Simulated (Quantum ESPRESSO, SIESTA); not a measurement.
A Quantum ESPRESSO input for a self-consistent single point of FeNi₃ (Pm-3m, 4 atoms in the cell) (DFT, PBE, plane waves, PSlibrary PAW (PBE) pseudopotentials):

```fortran
&control
    calculation = 'scf'
    outdir = './tmp'
    pseudo_dir = './'
    verbosity = 'high'
    tprnfor = .true.
    tstress = .true.
/
&system
    ibrav = 0
    nat = 4
    ntyp = 2
    ecutwfc = 55
    ecutrho = 330
    occupations = 'smearing'
    smearing = 'fd'
    degauss = 0.0099958
    nspin = 2
    starting_magnetization(1) = 0.500
    starting_magnetization(2) = 0.200
/
&electrons
    conv_thr = 1e-10
    mixing_beta = 0.4
/
ATOMIC_SPECIES
Fe    55.8450  Fe.pbe-n-kjpaw_psl.1.0.0.UPF
Ni    58.6934  Ni.pbe-n-kjpaw_psl.1.0.0.UPF
ATOMIC_POSITIONS crystal
Fe    0.0000000000    0.0000000000    0.0000000000
Ni    0.0000000000    0.5000000000    0.5000000000
Ni    0.5000000000    0.0000000000    0.5000000000
Ni    0.5000000000    0.5000000000    0.0000000000
K_POINTS automatic
9 9 9  0 0 0
CELL_PARAMETERS angstrom
   3.4973190000     0.0000000000     0.0000000000
   0.0000000000     3.4973190000     0.0000000000
   0.0000000000     0.0000000000     3.4973190000
```

Question: Translate this input to SIESTA.

Answer: This is the input that was run; spellings and numerical settings could be chosen otherwise.

```
# files in the folder: Fe.psml Ni.psml (PseudoDojo PBE standard)
SystemName  FeNi3
SystemLabel feni3

NumberOfAtoms                4
NumberOfSpecies              2
%block ChemicalSpeciesLabel
  1 26 Fe
  2 28 Ni
%endblock ChemicalSpeciesLabel
LatticeConstant              1.0 Ang
%block LatticeVectors
     3.497319000    0.000000000    0.000000000
     0.000000000    3.497319000    0.000000000
     0.000000000    0.000000000    3.497319000
%endblock LatticeVectors
AtomicCoordinatesFormat      Ang
%block AtomicCoordinatesAndAtomicSpecies
     0.000000000    0.000000000    0.000000000  1
     0.000000000    1.748659500    1.748659500  2
     1.748659500    0.000000000    1.748659500  2
     1.748659500    1.748659500    0.000000000  2
%endblock AtomicCoordinatesAndAtomicSpecies

XC.functional                GGA
XC.authors                   PBE
PAO.BasisSize                DZP
PAO.EnergyShift              0.005 Ry
MeshCutoff                   350 Ry
%block kgrid.MonkhorstPack
    9   0   0  0.0
    0   9   0  0.0
    0   0   9  0.0
%endblock kgrid.MonkhorstPack
OccupationFunction           FD
ElectronicTemperature        1578.21 K
Spin                         polarized
%block DM.InitSpin
  1 +4.00
  2 +2.00
  3 +2.00
  4 +2.00
%endblock DM.InitSpin

MaxSCFIterations             150
SCF.Mixer.Method             Pulay
SCF.Mixer.Weight             0.1
SCF.Mixer.History            8
SCF.DM.Tolerance             1.0E-05
Diag.ParallelOverK           true
WriteForces                  true
Charge.Mulliken              end
```

Basis, cutoffs, solver keys and any potentials are the target program's own. This input uses DFT, GGA PBE, numerical atomic orbitals DZP, PseudoDojo PBE standard norm-conserving potentials (rewritten from UPF to PSML). Both were run: pressure 9.18 GPa in Quantum ESPRESSO and 3.77 in SIESTA; size of the net moment 1.17 μB/atom in Quantum ESPRESSO and 1.19 in SIESTA.

On Quantum ESPRESSO: the starting cell comes from a database of computed structures (which also holds hypothetical and non-ambient phases and stackings), without a prior relaxation at this level. Its lattice was rescaled by a random factor within 2.5 % of one. For this run, on top of that: lattice scaled by 0.98. The magnetic order is the one reached from the typed start; others were not searched systematically. With a pressure of about 9 GPa the cell is away from its equilibrium volume at this level.

On SIESTA: the starting cell comes from a database of computed structures (which also holds hypothetical and non-ambient phases and stackings), without a prior relaxation at this level. Its lattice was rescaled by a random factor within 2.5 % of one. For this run, on top of that: lattice scaled by 0.98. The magnetic order is the one reached from the typed start; others were not searched systematically. Values carry the incompleteness of an atom-centred basis. With a pressure of about 4 GPa the cell is away from its equilibrium volume at this level.
